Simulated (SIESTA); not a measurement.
## Worked example: self-consistent single point of ZrCd3 (Pm-3m, 4 atoms in the cell) in SIESTA

Level of theory: SIESTA 5.4.2 with LDA PW92, numerical atomic orbitals DZP, PseudoDojo LDA standard norm-conserving potentials (rewritten from UPF to PSML).

This input was run:

```
# files in the folder: Zr.psml Cd.psml (PseudoDojo LDA standard)
SystemName  ZrCd3
SystemLabel siesta

NumberOfAtoms                4
NumberOfSpecies              2
%block ChemicalSpeciesLabel
  1 40 Zr
  2 48 Cd
%endblock ChemicalSpeciesLabel
LatticeConstant              4.390200 Ang
%block LatticeVectors
     1.000000000    0.000000000    0.000000000
     0.000000000    1.000000000    0.000000000
     0.000000000    0.000000000    1.000000000
%endblock LatticeVectors
AtomicCoordinatesFormat      Bohr
%block AtomicCoordinatesAndAtomicSpecies
     0.000000000    0.000000000    0.000000000  1
     4.148137816    0.000000000    4.148137816  2
     0.000000000    4.148137816    4.148137816  2
     4.148137816    4.148137816    0.000000000  2
%endblock AtomicCoordinatesAndAtomicSpecies

XC.functional                LDA
XC.authors                   PW92
PAO.BasisSize                DZP
PAO.EnergyShift              0.01 Ry
MeshCutoff                   300 Ry
%block kgrid.MonkhorstPack
   10   0   0  0.0
    0  10   0  0.0
    0   0  10  0.0
%endblock kgrid.MonkhorstPack
OccupationFunction           FD
ElectronicTemperature        1160.45 K

MaxSCFIterations             150
SCF.Mixer.Method             Pulay
SCF.Mixer.Weight             0.25
SCF.Mixer.History            8
SCF.DM.Tolerance             1.0E-04
Diag.ParallelOverK           true
WriteForces                  true
Charge.Mulliken              end
```

Output (repeated stretches shortened):

```
reinit: Reading from file input.fdf

reinit: System Name: ZrCd3
reinit: System Label: siesta

coor:   Atomic-coordinates input format  =     Cartesian coordinates
coor:                                            (in Bohr units)

siesta: Atomic coordinates (Bohr) and species
siesta:      0.00000   0.00000   0.00000  1        1
siesta:      4.14814   0.00000   4.14814  2        2
siesta:      0.00000   4.14814   4.14814  2        3
siesta:      4.14814   4.14814   0.00000  2        4

siesta: System type = bulk

initatomlists: Number of atoms, orbitals, and projectors:      4    76    72

siesta: ******************** Simulation parameters ****************************
redata: Spin configuration                          = none
redata: Time-Reversal Symmetry                      = T
redata: Number of Atomic Species                    =        2
redata: Mesh Cutoff                                 =   300.0000 Ry
redata: Net charge of the system                    =     0.0000 |e|
redata: Min. number of SCF Iter                     =        0
redata: Max. number of SCF Iter                     =      150
redata: SCF convergence failure will abort job
redata: SCF mix quantity                            = Hamiltonian
redata: Mix DM or H after convergence               =   F
redata: Recompute H after scf cycle                 =   F
redata: Mix DM in first SCF step                    =   T
redata: No kicks to SCF
redata: DM Mixing Weight for Kicks                  =     0.5000
redata: Require Harris convergence for SCF          =   F
redata: Harris energy tolerance for SCF             =     0.000100 eV
redata: Require DM convergence for SCF              =   T
redata: DM tolerance for SCF                        =     0.000100
redata: Require EDM convergence for SCF             =   F
redata: EDM tolerance for SCF                       =     0.001000 eV
redata: Require H convergence for SCF               =   T
   [... lines left out ...]
diag: Parallel distribution                         =     1 x     1
diag: Used triangular part                          = Lower
diag: Absolute tolerance                            =  0.100E-15
diag: Orthogonalization factor                      =  0.100E-05
diag: Memory factor                                 =  1.0000

superc: Internal auxiliary supercell:     5 x     5 x     5  =     125
superc: Number of atoms, orbitals, and projectors:    500   9500   9000

                        Single-point calculation

superc: Internal auxiliary supercell:     5 x     5 x     5  =     125
superc: Number of atoms, orbitals, and projectors:    500   9500   9000

outcell: Unit cell vectors (Ang):
        4.390200    0.000000    0.000000
        0.000000    4.390200    0.000000
        0.000000    0.000000    4.390200

outcell: Cell vector modules (Ang)   :    4.390200    4.390200    4.390200
outcell: Cell angles (23,13,12) (deg):     90.0000     90.0000     90.0000
outcell: Cell volume (Ang**3)        :     84.6161
new_DM -- step:     1
Initializing Density Matrix...

Attempting to read DM from file... Failed...
DM filled with atomic data:

InitMesh: MESH = 48 x 48 x 48 = 110592
InitMesh: Mesh cutoff (required, used) =   300.000   330.382 Ry

stepf: Fermi-Dirac step function
        iscf     Eharris(eV)        E_KS(eV)     FreeEng(eV)     dDmax    Ef(eV) dHmax(eV)
   scf:    1   -15641.484972   -15673.125259   -15673.231392  1.134709 -3.012804 13.193884
   scf:    2   -15687.944342   -15682.935499   -15683.031582  0.380278 -2.884785  3.593486
   scf:    3   -15684.628906   -15683.930699   -15684.032523  0.118371 -3.149156  1.320434
   scf:    4   -15684.099822   -15684.044018   -15684.147940  0.058800 -3.251793  0.131169
   scf:    5   -15684.043603   -15684.045304   -15684.149796  0.029090 -3.263646  0.132504
   scf:    6   -15684.038477   -15684.044298   -15684.149270  0.014126 -3.284527  0.169941
   scf:    7   -15684.046980   -15684.046643   -15684.151225  0.009640 -3.273208  0.045997
   scf:    8   -15684.046644   -15684.046652   -15684.151281  0.001216 -3.275515  0.020925
   scf:    9   -15684.046603   -15684.046635   -15684.151304  0.000938 -3.276960  0.000688
   scf:   10   -15684.046634   -15684.046634   -15684.151304  0.000022 -3.276987  0.000321
SCF Convergence by DM+H criterion
max |DM_out - DM_in|         :     0.0000215893
max |H_out - H_in|      (eV) :     0.0003205880
SCF cycle converged after 10 iterations

Using DM_out to compute the final energy and forces

siesta: E_KS(eV) =           -15684.0466

siesta: E_KS - E_eggbox =    -15684.0466

siesta: Atomic forces (eV/Ang):
     1    0.000000    0.000000    0.000000
     2   -0.000000    0.000000   -0.000000
     3    0.000000   -0.000000   -0.000000
     4   -0.000000   -0.000000    0.000000
   Tot   -0.000000   -0.000000   -0.000000
   Max    0.000000
   Res    0.000000    sqrt( Sum f_i^2 / 3N )
   Max    0.000000    constrained

Stress tensor Voigt[x,y,z,yz,xz,xy] (kbar):       96.16       96.16       96.16        0.00        0.00        0.00
(Free)E + p*V (eV/cell)   -15689.2297
Target enthalpy (eV/cell)   -15684.1513

siesta: Program's energy decomposition (eV):
siesta: Ebs     =     -2520.322222
siesta: Eions   =     22585.227603
siesta: Ena     =      3151.650538
siesta: Ekin    =      5391.823476
siesta: Enl     =       446.691046
siesta: Eso     =         0.000000
siesta: Edftu   =         0.000000
siesta: DEna    =       142.669178
siesta: DUscf   =         3.385995
siesta: DUext   =         0.000000
siesta: Ex      =     -2058.043217
siesta: Ec      =      -176.996048
siesta: Exc     =     -2235.039264
siesta: Eharris =    -15684.046634
siesta: Etot    =    -15684.046634
siesta: FreeEng =    -15684.151304

siesta: Stress tensor (static) (eV/Ang**3):
siesta:     0.060017    0.000000    0.000000
siesta:     0.000000    0.060017    0.000000
siesta:     0.000000    0.000000    0.060017

siesta: Cell volume =         84.616083 Ang**3

siesta: Pressure (static):
siesta:                Solid            Molecule  Units
siesta:          -0.00065367         -0.00065367  Ry/Bohr**3
siesta:          -0.06001703         -0.06001703  eV/Ang**3
siesta:         -96.15788679        -96.15788316  kBar

mulliken: Atomic and Orbital Populations:

Species: Zr
Atom  Qatom  Qorb
               4s      5s      5s      4py     4pz     4px     5py     5pz
               5px     4dxy    4dyz    4dz2    4dxz    4dx2-y2 4dxy    4dyz
               4dz2    4dxz    4dx2-y2
   1 11.920   2.006   0.536   0.014   2.010   2.010   2.010   0.271   0.271
              0.271   0.507   0.507   0.439   0.507   0.439   0.029   0.029

              0.018   0.029   0.018

Species: Cd
Atom  Qatom  Qorb
               4s      5s      5s      4py     4pz     4px     5py     5pz
               5px     4dxy    4dyz    4dz2    4dxz    4dx2-y2 4dxy    4dyz
               4dz2    4dxz    4dx2-y2
   2 20.027   2.003   1.357  -0.217   2.009   2.009   2.009   0.306   0.404
              0.404   1.914   1.914   1.906   1.833   1.884   0.043   0.043

              0.056   0.084   0.067
   3 20.027   2.003   1.357  -0.217   2.009   2.009   2.009   0.404   0.404
              0.306   1.914   1.833   1.906   1.914   1.884   0.043   0.084

              0.056   0.043   0.067
   4 20.027   2.003   1.357  -0.217   2.009   2.009   2.009   0.404   0.306
              0.404   1.833   1.914   1.874   1.914   1.917   0.084   0.043

              0.072   0.043   0.050

mulliken: Qtot =       72.000

Mulliken Atomic Populations:
Atom #   charge [q] valence [e]  Species
     1     0.079829   11.920171  Zr
     2    -0.026610   20.026610  Cd
     3    -0.026610   20.026610  Cd
     4    -0.026610   20.026610  Cd
 Total    -0.000000
```

The run converged in 10 iterations.

The starting cell comes from a database of computed structures (which also holds hypothetical and non-ambient phases and stackings), without a prior relaxation at this level. Values carry the incompleteness of an atom-centred basis. With a pressure of about -10 GPa the cell is away from its equilibrium volume at this level.

Cost on one core of a shared machine: roughly 70 s.
